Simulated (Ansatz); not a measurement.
Consider PbO (space group P4/nmm, No. 129; a = 3.970 Å, c = 4.705 Å).

All numbers come from Ansatz (an electronic-structure program) PBEsol-D3(BJ), without spin-orbit coupling.

Base values:

Width of the top valence band: 1.70 eV
Band gap: 0.90 eV
Pressure: 0.00 GPa

It is then changed as follows: the cell is scaled by 0.9700 in all directions; the atoms relax in the strained cell.

Task: What happens to the energy relative to the base, width of the top valence band, largest internal atomic displacement, band gap and pressure?

Result: The energy grows by 27 meV/atom; the width of the top valence band increases by 0.45 eV to 2.15 eV; the largest internal atomic displacement comes out as 0.065 Å; the band gap drops by 0.54 eV to 0.36 eV; the pressure (mean of the normal stresses, compression positive) goes from zero to 5.93 GPa.

Spin-orbit coupling, missing from the scalar runs, can matter with Pb. Gaps are Kohn–Sham eigenvalue differences; semilocal functionals usually give less than the measured gap. Whether these cells are dynamically stable was not tested.
